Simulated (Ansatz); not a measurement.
Subject: the energy of the reaction as written. Reaction: 4 C (graphite) + 2 Si (diamond) → cell A. The sign is products less reactants.

Cell A: a sheet of composition Si2C4, 6 atoms, square cell of 4.39 Å (19.3 Å²), symmetry P-42₁m within 0.02 Å, 1.3 Å thick under 16 Å of vacuum, in-plane vectors relaxed; planes from bottom to top: C2 | Si2 | C2; a model cell; spin state with PBE: run without spin, k-point mesh 8×8×1.
```yaml
crystal:
  lattice:
    - [4.39380, 0.00000, 0.00000]
    - [0.00000, 4.39380, 0.00000]
    - [0.00000, 0.00000, 17.34000]
  atoms:
    - { symbol: Si, position: [0.00000, 0.00000, 0.50000] }
    - { symbol: Si, position: [0.50000, 0.50000, 0.50000] }
    - { symbol: C, position: [0.10941, 0.60941, 0.53854] }
    - { symbol: C, position: [0.89059, 0.39059, 0.53854] }
    - { symbol: C, position: [0.60941, 0.89059, 0.46146] }
    - { symbol: C, position: [0.39059, 0.10941, 0.46146] }
```

Reference: C (graphite, P6₃/mmc), 4 atoms in the cell, k-point mesh 18×18×6 on the run's own vectors. Conventional cell: a = b = 2.4650 Å, c = 6.7411 Å, α = β = 90.00°, γ = 120.00°.

Reference: Si (diamond, Fd-3m), 2 atoms in the cell, k-point mesh 10×10×10 on the run's own vectors. Conventional cell: a = b = c = 5.421 Å, α = β = γ = 90.00°.

All numbers come from Ansatz (a program for electronic structure), plane waves with PAW, its PAW set soft_1, cutoff 420 eV, 500 eV for r2SCAN. The structures are at rest with PBE+D3(BJ); other levels are single points on them. HSE06 runs on coarser k-point meshes, mended by the PBE difference between the two meshes. Some cells are metallic or hold partly filled levels, where a hybrid on a coarse mesh is less sure. Neutral cells; Fermi-Dirac smearing of at most 0.05 eV in the solids, energies taken to zero width. The lattices are those relaxed with PBE+D3(BJ), so at other levels the solids can be strained, which adds to the spread. A dispersion term (D3(BJ), or D4 for r2SCAN) was computed beside these levels and is taken off wherever the name lacks it. Static lattices, no vibrational contributions. Cells are local rest points, mostly with their start's symmetry. Cell A has symmetry P-42₁m within 0.02 Å and got no random move, so less symmetric positions, which may lie lower, weren't tried.

**Question.** Give the value at the level PBE+D3(BJ).

**Answer.** 4.14 eV, for 4 C (graphite) + 2 Si (diamond) → cell A.

**Question.** How does the value move with the functional?

**Answer.** 
| Functional | value (eV) | less PBE+D3(BJ) |
|---|---|---|
| PBE | 3.61 | -0.53 |
| r2SCAN | 3.77 | -0.37 |
| r2SCAN+D4 | 4.03 | -0.11 |
| HSE06 | 3.83 | -0.31 |

The levels shown span 0.53 eV, from PBE (3.61) to PBE+D3(BJ) (4.14).
